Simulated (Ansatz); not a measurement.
Base system: Sn (space group I4_1/amd, No. 141).

```yaml
crystal:
  lattice:
    - [-2.91656, 2.91656, 1.57902]
    - [2.91656, -2.91656, 1.57902]
    - [2.91656, 2.91656, -1.57902]
  atoms:
    - { symbol: Sn, position: [0.75000, 0.25000, 0.50000] }
    - { symbol: Sn, position: [0.00000, 0.00000, 0.00000] }
```

Method: plane-wave PAW DFT at the PBEsol level (Ansatz, an electronic-structure program, 420 eV), no SOC, earlier PAW set.

For the base:

| Item | Result |
|---|---|
| Largest site moment | 0.00 μB |
| c/a ratio | 0.541 |
| Volume per atom | 26.86 Å³ |
| Magnetic state | not spin-polarised |

The change: Co takes the place of Sn on all its sites; the structure is relaxed again.

Tabulated Pauling electronegativity and covalent radius: Sn 1.96, 1.39 Å; Co 1.88, 1.26 Å.

Question: Estimate the effect on the largest site moment, c/a ratio, volume per atom and magnetic state.

Answer: The largest site moment goes from zero to 1.78 μB; the c/a ratio shrinks by 0.010, from 0.541 to 0.531; the volume per atom falls by 15.33 Å³ (26.86 Å³ → 11.53 Å³); the magnetic state goes from not spin-polarised to ferromagnetic.

Other magnetic orders, which the real material may have, were not ruled out. No phonon test of stability was made. As relaxed here, Co is a hypothetical phase, not in the database extracts checked.
